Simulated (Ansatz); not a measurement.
**Mo: pressure 9 GPa**

The parent structure is Mo in the bcc (W type) structure (space group Im-3m, No. 229; a = 3.111 Å).

It is then changed as follows: a hydrostatic pressure of 9 GPa.

All numbers come from LDA, PAW, 420 eV (Ansatz, a program for electronic structure; no spin-orbit coupling). Γ-centred 21×21×21 mesh, Fermi–Dirac width 0.05 eV.

- Volume per atom = 14.63 Å³ (base 15.06 Å³)
- Density = 10.89 g/cm³ (base 10.58 g/cm³)
- Lattice parameter a = 3.082 Å (base 3.111 Å)
- Enthalpy H = E + PV relative to the base's energy = +0.83 eV/atom
- Band gap = zero (base zero)

Final structure:

```
Mo
1.0
   -1.54083     1.54083     1.54083
    1.54083    -1.54083     1.54083
    1.54083     1.54083    -1.54083
Mo
1
Direct
  0.00000   0.00000   0.00000
```

Load acts through the strain it causes; cell and atoms are relaxed under it. Stability against distortions was not tested. No other phases were tried under pressure. The final runs are not spin-polarised.
